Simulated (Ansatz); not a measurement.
An Ansatz (an electronic-structure program) input (LDA/PAW in Ansatz, no spin-orbit coupling):

Ansatz 0.2 input:
```yaml
crystal:
  lattice:
    - [0, 3.1432457241, 3.064664581]
    - [3.1432457241, 0, 3.064664581]
    - [3.1432457241, 3.1432457241, 0]
  atoms:
    - { symbol: Mg, position: [0.25, 0.25, 0.25] }
    - { symbol: Mg, position: [0.75, 0.75, 0.75] }
    - { symbol: Ge, position: [0, 0, 0] }
basis: { ecutwfc: 420, ecutrho_ratio: 4, xc_grid: 2, fft_grid_basis: typed }
kpoints: { mp_grid: { grid: [13, 13, 13] } }
hamiltonian:
  xc: lda
  dispersion: none
  pseudopotentials: { kind: paw }
scf: { occupations: { method: fermi_dirac, width: 0.05 }, convergence: { dr2_threshold: 0.0000000003 } }
relax: { f_tol: 0.005, max_steps: 50 }
output: { forces: true, stress: true }
checkpoint: { write: state.ck, write_every: 1000 }
```

Q: Which symmetry and how many k-points will the program report, and about how many plane waves at Γ?

A: Space group I4/mmm (ITA 139) with 16 operations, k-points 196 of 2197, and 1219 plane waves at Γ.

Q: And the final pressure?

A: 1.51 GPa (compression positive).

The cells carry an imposed strain or load. No phonon test of stability was made. The final runs are not spin-polarised. The cell was made from Mg$_{2}$Ge in the anti-fluorite structure (space group Fm-3m, No. 225) by this change: uniaxial strain ε_zz = −2.50 %.
